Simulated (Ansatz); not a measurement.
Density of states of CsCaH₃ (Pm-3m) above the conduction band minimum, PBEsol, rigid bands in Ansatz (a program for electronic structure); cell volume 93.6 Å³.

```tsv
energy from edge (eV)	10⁻³ states/eV/cell
0.006	43.1
0.031	101
0.056	137
0.081	170
0.106	199
0.131	224
0.156	253
0.181	279
0.206	300
0.231	332
0.256	354
0.281	389
0.319	430
0.344	453
0.369	486
0.394	509
0.419	545
0.444	575
0.469	608
0.494	645
0.519	678
0.544	722
0.569	760
0.594	800
```

Problem. What effective density of states at 300 K does this give (∫ g(E) exp(−E/k_BT) dE, both spins, divided by the cell's size)?

Solution. 2.3e19 cm⁻³, a density-of-states mass of 0.94 mₑ, valleys and band degeneracy included.

Spin-orbit coupling is left out. Geometry: cell and atoms relaxed with PBEsol.

Computed structure with no diffraction record at hand here (it may be known, metastable or hypothetical): CsCaH3 (Pm-3m).
